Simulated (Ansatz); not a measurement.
# Response to strain in NiSi2

Consider NiSi₂ (space group Fm-3m, No. 225; not spin-polarised; relaxed with 0.1 eV smearing).

```
NiSi2
1.0
    0.00000     2.69294     2.69294
    2.69294     0.00000     2.69294
    2.69294     2.69294     0.00000
Ni Si
1 2
Direct
  0.00000   0.00000   0.00000
  0.25000   0.25000   0.25000
  0.75000   0.75000   0.75000
```

Cartesian axes are those of the cell as printed.

Strains are applied to the cell and any free atomic positions relax; under biaxial strain the out-of-plane vector relaxes too.

All numbers come from Ansatz (a program for electronic structure) r2SCAN, no spin-orbit coupling.

Candidates:
(a) isotropic strain +3.60 %
(b) biaxial strain +1.15 %, plane normal [111], relaxed out of plane
(c) biaxial strain −1.78 %, plane normal [110], relaxed out of plane

Notes on the quantities. energy relative to the base: free energy F.

Q: Order them by energy relative to the base, highest first.

A: (a) isotropic strain +3.60 % (+67 meV/atom), (c) biaxial strain −1.78 %, plane normal [110], relaxed out of plane (+7.2 meV/atom), (b) biaxial strain +1.15 %, plane normal [111], relaxed out of plane (+3.3 meV/atom)

No phonon test of stability was made. Seeded moments were not kept for the base. All final runs are without spin polarisation.
